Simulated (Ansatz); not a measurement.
Consider interstitial O in beta Ga2O3, neutral cell. The step: a concerted move, in which O travels most; the atom moves 2.01 Å along (-0.06, -0.60, -0.04) of the unit cell; the moving atom starts with neighbours Ga at 1.92; O at 1.45 Å and ends with Ga at 1.88, Ga at 1.95; O at 1.45 Å. A PBE band in Ansatz (plane-wave PAW, the Γ point alone, 160 host sites, 47 SCF runs with any check of the saddle's order, static, no finite-size correction) gives a forward barrier of 0.91 eV. The saddle point's order was not checked, and it lies on a symmetry element of the cell, where a band can be held. The charge state is imposed; whether it is stable for some Fermi level was not computed. Sites that were not tried may lie lower.

Single points at the band's start and saddle point can refine it. Rough cost of one point, in units of the band's mean SCF on the same machine:

```csv
Level,Cost of one point
"PBE, a 2×2×2 k-point mesh shifted by half a step",about 9
"r2SCAN at 500 eV, the Γ point alone",under 2
"HSE06, Γ point alone",about 20
```

Task: Which of these move the barrier by more than 0.1 eV, and how far does each move it?

Result: PBE, a 2×2×2 k-point mesh shifted by half a step: +0.04 eV; r2SCAN at 500 eV, the Γ point alone: +0.18 eV; HSE06, Γ point alone: +0.53 eV. Each functional is compared with PBE at the same k-points.

Ansatz is a quantum-chemistry and plane-wave program.
